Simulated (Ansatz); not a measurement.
## A self-consistent single point of a (100) slab of Pd (cut from a parent of space group no. 225; 6 atoms in the cell) with Ansatz

Computed with PBEsol, default PAW files made with PBE (plane waves; Ansatz, a program for electronic structure).

This input was run:

Ansatz 0.2 input:
```yaml
# Pd
crystal:
  lattice:
    - [2.750559, 0.000000, 0.000000]
    - [-2.750559, 2.750559, 0.000000]
    - [0.000000, 0.000000, 25.793300]
  atoms:
    - { symbol: Pd, position: [0.000000, 0.000000, 0.386096] }
    - { symbol: Pd, position: [1.000000, 0.500000, 0.310158] }
    - { symbol: Pd, position: [0.000000, 0.000000, 0.537969] }
    - { symbol: Pd, position: [1.000000, 0.500000, 0.462031] }
    - { symbol: Pd, position: [0.000000, 0.000000, 0.689842] }
    - { symbol: Pd, position: [1.000000, 0.500000, 0.613904] }
kpoints:
  mp_grid:
    grid: [9, 9, 1]
hamiltonian:
  xc: pbesol
  pseudopotentials:
    kind: paw
scf:
  occupations:
    method: methfessel_paxton
    width: 0.0073 Ry
output:
  forces: true
  eigenvalues: true
  stress: true
```

The program printed (abridged):

```
WARN basis.ecutwfc = 420 eV, the default
WARN ansatz: RAYON_NUM_THREADS=1 ignored (pool sized by the plan → 1); use --threads N
Pseudopotentials: kind: paw
Pseudopotential: Pd, paw, valence charge 18
Crystal: 6 atoms, lattice volume = 195.141 Å³
Basis set: ecut = 420 eV, 3891 PW (Γ), exchange–correlation on 40×54×360 points (8 copies of the dense FFT grid, shifted against one another)
Bands: 65, of which v1, the nominal top of the filled ones, is band 54 counted from 1 (53 counted from 0)
Symmetry: 16 space group operations
Space group: P4/nmm (ITA 129), of the structure as read, at distance tolerance 5.8e-5 Å
k-points: 15 of 81
PAW frozen core: Pd, regenerated for the run's functional, and the local potential with it
Initial density: superposition of atomic densities (neutral atoms: chi_scale 0, normalization atom), corrected by the library's trained network
Initial wavefunctions: pseudopotential atomic-orbital guess
Eigensolver: davidson
Functional: x = pbesol(κ = 0.804, μ = 0.12345679012345678), c = pbesol(β = 0.046)
SCF iter   1: F=—  HF=-41438.128165 eV  |F-HF|=—  |Δ(HF+E_count)|=         —  Δρ=1.85e-2  dr2=5.30e0  ethr=1.77e-3  ⟨swp⟩=7.4  Hψ=3964  notcnv=0  defer=15
all-band conjugate gradients solve this SCF's bands
preconditioner: auto → LDOS
SCF iter   2: F=—  HF=-41438.078308 eV  |F-HF|=—  |Δ(HF+E_count)|=   4.99e-2  S|Δr|=    0.00e0  Δρ=1.31e-2  dr2=1.01e0  ethr=1.77e-3  ⟨swp⟩=3.3  Hψ=1689  notcnv=0  defer=44
SCF iter   3: F=—  HF=-41438.031221 eV  |F-HF|=—  |Δ(HF+E_count)|=   4.71e-2  S|Δr|=    0.00e0  Δρ=6.00e-3  dr2=4.48e-1  ethr=9.36e-4  ⟨swp⟩=2.9  Hψ=1461  notcnv=0  defer=44
SCF iter   4: F=—  HF=-41438.023145 eV  |F-HF|=—  |Δ(HF+E_count)|=   8.08e-3  S|Δr|=    0.00e0  Δρ=1.49e-3  dr2=6.16e-3  ethr=4.15e-4  ⟨swp⟩=1.5  Hψ=1005  notcnv=0  defer=44
SCF iter   5: F=—  HF=-41438.022553 eV  |F-HF|=—  |Δ(HF+E_count)|=   5.92e-4  S|Δr|=    0.00e0  Δρ=7.10e-4  dr2=1.68e-3  ethr=5.71e-6  ⟨swp⟩=2.1  Hψ=1417  notcnv=0  defer=44
SCF iter   6: F=—  HF=-41438.022691 eV  |F-HF|=—  |Δ(HF+E_count)|=   1.38e-4  S|Δr|=    0.00e0  Δρ=3.46e-4  dr2=6.35e-4  ethr=1.56e-6  ⟨swp⟩=1.5  Hψ=1026  notcnv=0  defer=44
SCF iter   7: F=—  HF=-41438.022683 eV  |F-HF|=—  |Δ(HF+E_count)|=   7.83e-6  S|Δr|=    0.00e0  Δρ=2.09e-4  dr2=2.33e-4  ethr=5.88e-7  ⟨swp⟩=1.1  Hψ=931  notcnv=0  defer=44
SCF iter   8: F=—  HF=-41438.022684 eV  |F-HF|=—  |Δ(HF+E_count)|=   4.97e-7  S|Δr|=    0.00e0  Δρ=1.16e-4  dr2=5.14e-5  ethr=2.15e-7  ⟨swp⟩=1.3  Hψ=977  notcnv=0  defer=44
SCF iter   9: F=—  HF=-41438.022494 eV  |F-HF|=—  |Δ(HF+E_count)|=   1.90e-4  S|Δr|=    0.00e0  Δρ=1.77e-5  dr2=1.68e-6  ethr=4.76e-8  ⟨swp⟩=2.1  Hψ=1264  notcnv=0  defer=44
SCF iter  10: F=-41438.022494 eV  HF=-41438.022494 eV  |F-HF|=3.17e-8  |Δ(HF+E_count)|=   2.84e-7  S|Δr|=    0.00e0  Δρ=5.70e-6  dr2=9.21e-8  ethr=9.26e-11  ⟨swp⟩=13.6  Hψ=5232  notcnv=0
SCF 1 converged in 10 iterations: F = -41438.022494 eV  dr2 = 9.21e-8
SCF converged after 10 iterations
Stability not checked (fill_not_monotonic)
Free energy (F): -41438.022494 eV
Harris-Foulkes:  -41438.022494 eV  (|F-HF|=3.17e-8)
Internal energy: -41438.017030 eV  (E = F + TS)
E sigma→0 (E₀):  -41438.021128 eV
Entropy (-TS):   -0.005463 eV (-0.911 meV/atom)
Fermi energy:    6.036567 eV
--- Per-component energies (eV) ---
  E_band       = -2281.805523
  E_kinetic    = 3077.137400
  E_local      = -191061.261772  (includes V_loc(G=0)·N_el)
  E_nonlocal   = 1317.457017
  E_hartree    = 93812.695730
  E_xc         = -1002.046920
  E_vxc        = -1261.550858  (∫ρ·V_xc dr)
  E_paw        = -22109.907315  (= ΣΔE_a)
  E_vpaw       = -1979.002982  (= ΣTr[D̂ρ^β])
  E_aug_tail   = 0.001356  (compensation charges beyond the density's cutoff)
  E_ewald      = 74526.092328
  E_core_change = 1.815145  (= ΣΔE_core)
  E_smearing   = -0.005463  (= −TS)
  E_closure    = 0.000000  (closes the sum)
  Σ components = -41438.022494   (vs F -41438.022494, Δ=0.00e0)
--- Forces (eV/Å), atoms counted from 1 ---
  atom   1  Pd     0.00000000     0.00000000    -0.08411866
  atom   2  Pd     0.00000000     0.00000000     0.34857910
  atom   3  Pd     0.00000000    -0.00000000     0.00317387
  atom   4  Pd     0.00000000    -0.00000000    -0.00317387
  atom   5  Pd     0.00000000     0.00000000    -0.34857910
  atom   6  Pd     0.00000000     0.00000000     0.08411866
  max |Σ_I F_I| component: 1.39e-17 eV/Å
--- Stress (GPa, compression-positive) ---
       -3.641326       0.000000       0.000000
        0.000000      -3.641326       0.000000
        0.000000       0.000000      -2.391330
  P = ⅓ Tr σ = -3.2247 GPa (-32.247 kbar)
  The stress holds the Pulay correction. Without it, at fixed plane waves, as pw.x and ABINIT print it: P = -3.2441 GPa
--- Band table (eV; the first three rows and the last of 15) ---
  k-point 0: bands = ["-78.0176", "-77.9862", "-77.9439", "-77.9402", "-77.4699", "-77.4699", "-43.8898", "-43.7939", "-43.6777", "-43.6752", "-43.6752", "-43.6156", "-43.6156", "-43.5818", "-43.5525", "-43.5525", "-43.5376", "-43.5376", "-43.1733", [...]
  k-point 1: bands = ["-78.0139", "-77.9841", "-77.9421", "-77.9390", "-77.4678", "-77.4678", "-43.8805", "-43.8005", "-43.7041", "-43.6881", "-43.6697", "-43.6144", "-43.6127", "-43.6101", "-43.5663", "-43.5561", "-43.5511", "-43.5381", "-43.1983", [...]
  k-point 2: bands = ["-78.0042", "-77.9791", "-77.9376", "-77.9358", "-77.4625", "-77.4625", "-43.8602", "-43.8317", "-43.7637", "-43.7162", "-43.6650", "-43.6548", "-43.6395", "-43.6130", "-43.6058", "-43.5732", "-43.5478", "-43.5397", "-43.2604", [...]
  k-point 14: bands = ["-77.9604", "-77.9593", "-77.9121", "-77.9121", "-77.4345", "-77.4345", "-43.8965", "-43.8954", "-43.8232", "-43.8169", "-43.7524", "-43.7380", "-43.7153", "-43.7048", "-43.6907", "-43.6879", "-43.6734", "-43.6714", [...]
```

The run converged in 10 iterations.

The starting cell comes from a database of computed structures (which also holds hypothetical and non-ambient phases and stackings), without a prior relaxation at this level. The slab is cut from that crystal, and its faces are unrelaxed. Its lattice was rescaled in the plane by a random factor within 2.5 % of one. Spin polarisation is off.
